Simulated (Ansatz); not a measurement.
HgSe under a change: tensor shear ε_xz = −3.65 %

Start from HgSe in the zinc blende structure (space group F-43m, No. 216; a = 6.1332 Å). Axes: x, y, z lie along the cube axes.

It is then changed as follows: a pure shear with ε_xz = ε_zx = -0.0365, atoms relaxed at fixed cell.

The values are results of PBEsol in Ansatz (plane waves to 420 eV, PAW, without spin-orbit coupling), earlier PAW set, not measurements. Γ-centred 9×9×9 mesh, Fermi–Dirac width 0.05 eV.

| quantity | base | changed | shift |
|---|---|---|---|
| volume per atom | 28.84 Å³ | 28.80 Å³ | -0.04 Å³ |
| space group | F-43m (No. 216) | Imm2 (No. 44) | – |
| shortest interatomic distance | 2.656 Å | 2.656 Å | +0.0005 Å |
| energy relative to the base (free energy F) | 0 meV/atom | +11 meV/atom | +11 meV/atom |
| pressure (mean of the normal stresses, compression positive) | 0.0 GPa | -0.1 GPa | -0.1 GPa |
| band gap | zero | zero | – |
| valley order (the lowest conduction-band minima on the path, energy above the VBM, named in the base's zone) | – | a point along [1-1-1], about 0.1 Å⁻¹ from Γ 0.02 eV; a point along [10-1], about 0.1 Å⁻¹ from Γ 0.03 eV; L along [111] 0.67 eV | – |
| largest internal atomic displacement | – | 0.054 Å | – |
| stress (xx, yy, zz, yz, xz, xy; compression positive) (rough) | – | (-0.1, 0.0, -0.1, 0.0, 1.6, 0.0) GPa | – |

Final structure:

```
CELL_PARAMETERS angstrom
     -0.11193     3.06660     3.06660
      2.95467     0.00000     2.95467
      3.06660     3.06660    -0.11193
ATOMIC_POSITIONS crystal
  Se 0.25873 0.24127 0.25873
  Hg 0.99127 0.00873 0.99127
```

Without a gap, meshes like the base's 9×9×9 leave anisotropic stresses uncertain by several tenths of a GPa, and small strain energies with them. Spin-orbit coupling, missing from the scalar runs, can matter with Hg. The cells carry an imposed strain or load. Whether these cells are dynamically stable was not tested. The final runs are not spin-polarised. Gaps under 0.05 eV, about the width of the smearing, are given as zero. A zero or small gap of HgSe can be the functional's error rather than a property of the material.

Ansatz is a program for electronic structure.
